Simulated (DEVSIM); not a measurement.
**abrupt Si n-p junction**

System: abrupt Si n-p junction, at 300 K.

```
layer (left to right)  material  thickness (μm)  Nd (cm⁻³)  Na (cm⁻³)  τn (s)  τp (s)
---------------------  --------  --------------  ---------  ---------  ------  ------
1                            Si            39.0     1.6e18          -  8.9e-7  8.9e-7
2                            Si            2.00          -     1.2e14  8.9e-7  8.9e-7
```

Left contact: ohmic. Right contact: ohmic. Voltage is applied to the left contact. Recombination: SRH at mid-gap, radiative. Mobility is constant in doping.

Constants are typed, rounded textbook-type inputs, not results; the design itself was drawn at random and stands for no fabricated device. Values at 300 K.

| parameter | Si |
|---|---|
| gap (eV) | 1.124 |
| affinity (eV) | 4.05 |
| permittivity | 11.7 |
| Nc (cm⁻³) | 2.86e19 |
| Nv (cm⁻³) | 3.1e19 |
| μn (cm²/Vs) | 1417 |
| μp (cm²/Vs) | 470 |
| B (cm³/s) | 4.7e-15 |

Simulated with DEVSIM: 1D drift-diffusion, Boltzmann statistics, complete ionisation; no tunnelling, impact ionisation, image-force lowering or self-heating.

| Property | Value |
|---|---|
| Potential step across the device at zero bias | 0.727 V |
| Largest field in the device at zero bias | 69000 V/cm |
| Dark forward voltage at 1 A/cm² | 0.437 V |
| Dark forward voltage at 100 A/cm² | 0.622 V |

Small-signal capacitance in reverse bias (quasi-static):

```json
[
 {"V (V)": "0.2", "C (nF/cm²)": "5.45"},
 {"V (V)": "0.5", "C (nF/cm²)": "5.36"},
 {"V (V)": "1", "C (nF/cm²)": "5.30"},
 {"V (V)": "1.5", "C (nF/cm²)": "5.27"},
 {"V (V)": "2", "C (nF/cm²)": "5.25"},
 {"V (V)": "3", "C (nF/cm²)": "5.23"},
 {"V (V)": "4", "C (nF/cm²)": "5.21"},
 {"V (V)": "5", "C (nF/cm²)": "5.20"},
 {"V (V)": "6.5", "C (nF/cm²)": "5.20"},
 {"V (V)": "8", "C (nF/cm²)": "5.19"},
 {"V (V)": "10", "C (nF/cm²)": "5.18"}
]
```

Dark forward current:

(V (V), J (A/cm²)): (-0.05, -1.8e-6); (-0.10, -1.2e-5); (-0.15, -6.9e-5); (-0.20, -0.00039); (-0.25, -0.0022); (-0.30, -0.012); (-0.35, -0.063); (-0.40, -0.32); (-0.45, -1.5); (-0.50, -6.2); (-0.55, -21); (-0.60, -65); (-0.65, -180); (-0.70, -450); (-0.75, -1100); (-0.80, -2200)
